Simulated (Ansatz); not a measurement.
## Several settings converged on MgAl2Ge2 (P-3m1, 5 atoms in the cell)

```
CELL_PARAMETERS angstrom
      4.10584     0.00000     0.00000
     -2.05292     3.55576     0.00000
      0.00000     0.00000     6.77438
ATOMIC_POSITIONS crystal
  Mg 0.00000 0.00000 0.00000
  Al 0.66667 0.33333 0.36759
  Al 0.33333 0.66667 0.63241
  Ge 0.66667 0.33333 0.75695
  Ge 0.33333 0.66667 0.24305
```

Base method: LDA (PW92), default PAW files made with PBE (plane waves; Ansatz, a first-principles code).

Base settings: basis.ecutwfc = 420 eV; kpoints.mp_grid.grid = 9 9 5; hamiltonian.xc = lda; hamiltonian.pseudopotentials = {kind: paw} (the program's default PAW files); scf.occupations.method = fermi_dirac; scf.occupations.width = 0.1 eV.

Core times come from one kind of shared machine, to one figure; runs under 30 s give none.

**Zone-centre phonons against the cutoff**

In this ladder: phonons.method = dfpt.

The mesh stays at the base's, so the ladder's end is converged at best in this setting alone.

Frequencies are those of the unrelaxed cell, without the LO-TO term of polar crystals.

Only quantities that move along the ladder and can be compared are tabulated.

```csv
basis.ecutwfc,highest zone-centre frequency (cm⁻¹),lowest optical frequency (cm⁻¹),core time / last (rough)
210 eV,313.1,80.5,0.3
250 eV,306.5,86.9,0.3
295 eV,304.6,85.8,0.4
420 eV,304.9,85.0,0.6
630 eV,304.8,85.0,1
```

Coarsest basis.ecutwfc that holds the highest zone-centre frequency within 1 cm⁻¹ of the last step, with all finer ones: 295 eV, at about 0.4 of the last step's time; the step before is off by 1.7 cm⁻¹.

Coarsest basis.ecutwfc that holds the lowest optical frequency within 1 cm⁻¹ of the last step, with all finer ones: 295 eV, at about 0.4 of the last step's time; the step before is off by 1.9 cm⁻¹.

**Zone-centre phonons against the mesh**

In this ladder: phonons.method = dfpt.

Frequencies are those of the unrelaxed cell, without the LO-TO term of polar crystals.

Only quantities that move along the ladder and can be compared are tabulated.

```tsv
kpoints.mp_grid.grid	highest zone-centre frequency (cm⁻¹)	lowest optical frequency (cm⁻¹)	core time / last (rough)
3 3 2	296.6	-25.2	–
5 5 3	299.9	71.1	0.04
7 7 4	303.3	81.7	0.08
11 11 6	305.8	84.2	0.3
14 14 7	305.5	83.7	1
```

Coarsest kpoints.mp_grid.grid that holds the lowest optical frequency within 5 cm⁻¹ of the last step, with all finer ones: 7 7 4, at about 0.08 of the last step's time; the step before is off by 13 cm⁻¹.

Coarsest kpoints.mp_grid.grid that holds the highest zone-centre frequency within 5 cm⁻¹ of the last step, with all finer ones: 7 7 4, at about 0.08 of the last step's time; the step before is off by 5.5 cm⁻¹.

**The force threshold of a relaxation**

On MgAl2Ge2 (P3m1, 5 atoms in the cell): one atom moved by 0.15 angstrom.

In this ladder: relax = atoms.

The mesh stays at the base's, so the ladder's end is converged at best in this setting alone.

Only quantities that move along the ladder and can be compared are tabulated.

```tsv
relax.f_tol	free energy less the last step's (meV/atom)	largest force left (eV/Å)	relaxation steps
0.2 eV/Å	0.63	0.1446	2
0.05 eV/Å	0.05	0.0417	3
0.02 eV/Å	0.00	0.0028	4
0.005 eV/Å	0.00	0.0029	5
0.001 eV/Å	0.00	0.0006	5
```

Coarsest relax.f_tol that holds the free energy within 0.05 meV/atom of the last step, with all finer ones: 0.02 eV/Å; the step before is off by 0.05 meV/atom.

Coarsest relax.f_tol that holds the largest force left within 0.005 eV/Å of the last step, with all finer ones: 0.02 eV/Å; the step before is off by 0.041 eV/Å.

On the base run: the starting cell comes from a database of computed structures (which also holds hypothetical and non-ambient phases and stackings), without a prior relaxation at this level. Its lattice was rescaled by up to half a per cent.

Keys are those of Ansatz 0.2.
